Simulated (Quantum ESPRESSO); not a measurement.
A user runs Quantum ESPRESSO on La2C3 (I-43d, 20 atoms in the cell) and asks whether the run is sound. The aim is a self-consistent single point with DFT, PBEsol, plane waves, GBRV 1.5 ultrasoft (PBESOL) pseudopotentials.

Cell that was meant: a = 7.7401 Å, b = 7.7401 Å, c = 7.7401 Å, α = 109.47°, β = 109.47°, γ = 109.47°.

Part of the input:

```fortran
    nat = 20
    ntyp = 2
    ecutwfc = 40
    ecutrho = 80
    occupations = 'smearing'
    smearing = 'marzari-vanderbilt'
    degauss = 0.0099958
```

Output, abridged:

```
     Message from routine set_cutoff:
     ecutrho < 4*ecutwfc, are you sure?
     Message from routine setup:
   [... lines left out ...]
        k(    7) = (   0.0000000   0.0000000   0.3464102), wk =   0.0960000
        k(    8) = (   0.0000000  -0.1732051   0.5196152), wk =   0.3840000
        k(    9) = (  -0.6928203  -0.1732051  -0.1732051), wk =   0.1280000
        k(   10) = (   0.0000000   0.0000000   0.6928203), wk =   0.0960000

     Dense  grid:    29101 G-vectors     FFT dimensions: (  48,  48,  48)

     Initial potential from superposition of free atoms

     starting charge     135.7644, renormalised to     136.0000

     negative rho (up, down):  5.597E-01 0.000E+00
     Self-consistent Calculation

     iteration #  1     ecut=    40.00 Ry     beta= 0.70

---- Real-time Memory Report at c_bands before calling an iterative solver
           310 MiB given to the printing process from OS
           226 MiB allocation reported by mallinfo(arena+hblkhd)
------------------

     negative rho (up, down):  5.057E-01 0.000E+00

     total energy              =    -953.54869363 Ry
     estimated scf accuracy    <       3.65190999 Ry

     iteration #  2     ecut=    40.00 Ry     beta= 0.70

   [... lines left out ...]
           269 MiB allocation reported by mallinfo(arena+hblkhd)
------------------

     negative rho (up, down):  4.264E-01 0.000E+00

     total energy              =    -955.42298087 Ry
     estimated scf accuracy    <          1.2E-10 Ry

     iteration # 16     ecut=    40.00 Ry     beta= 0.70

---- Real-time Memory Report at c_bands before calling an iterative solver
           530 MiB given to the printing process from OS
           269 MiB allocation reported by mallinfo(arena+hblkhd)
------------------

     negative rho (up, down):  4.264E-01 0.000E+00
     End of self-consistent calculation

     the Fermi energy is    11.5717 ev

!    total energy              =    -955.42298087 Ry
     estimated scf accuracy    <          3.2E-11 Ry
     smearing contrib. (-TS)   =       0.00167461 Ry
     internal energy E=F+TS    =    -955.42465548 Ry

     convergence has been achieved in  16 iterations

     negative rho (up, down):  4.264E-01 0.000E+00

     Forces acting on atoms (cartesian axes, Ry/au):

     atom    1 type  1   force =    -0.00107763   -0.00107763   -0.00107763
     atom    2 type  1   force =    -0.00107763    0.00107763    0.00107763
     atom    3 type  1   force =     0.00107763    0.00107763   -0.00107763
     atom    4 type  1   force =     0.00107763   -0.00107763    0.00107763
   [... lines left out ...]
     Total force =     0.043334     Total SCF correction =     0.000005
   [... lines left out ...]

     negative rho (up, down):  4.264E-01 0.000E+00
          total   stress  (Ry/bohr**3)                   (kbar)     P=      -71.03
  -0.00048287  -0.00000000  -0.00000000          -71.03       -0.00       -0.00
  -0.00000000  -0.00048287  -0.00000000           -0.00      -71.03       -0.00
  -0.00000000  -0.00000000  -0.00048287           -0.00       -0.00      -71.03

   JOB DONE.
```

Question: Can these results be used? Check the input.

Answer: The results are close to the sound ones and would serve for rough work. The doubtful point is a density cutoff or grid that is too coarse. The charge density holds wave vectors up to twice those of the orbitals (four times the energy cutoff), and augmentation charges need more still. The run converged in 16 iterations without an error; against the sound input the free energy goes down by 2.2 meV/atom, the pressure goes from -7.24 to -7.10 GPa and the largest force moves little (0.315 to 0.319 eV/Å).

An input that runs soundly differs in these lines (not the only fix; some lines may just follow from the change or write a value another way):
```diff
-    ecutrho = 80
+    ecutrho = 200
```

With that input, the run converged in 14 iterations: free energy E − TS -12999.1475 eV; Fermi level (on the code's own zero) 11.57 eV; pressure -7.24 GPa; largest force (vector length) 0.315 eV/Å (DFT, PBEsol, plane waves, GBRV 1.5 ultrasoft (PBESOL) pseudopotentials).

On the sound input: the starting cell comes from a database of computed structures (which also holds hypothetical and non-ambient phases and stackings), without a prior relaxation at this level. Its lattice was rescaled by a random factor within 2.5 % of one. With a pressure of about -7 GPa the cell is away from its equilibrium volume at this level.
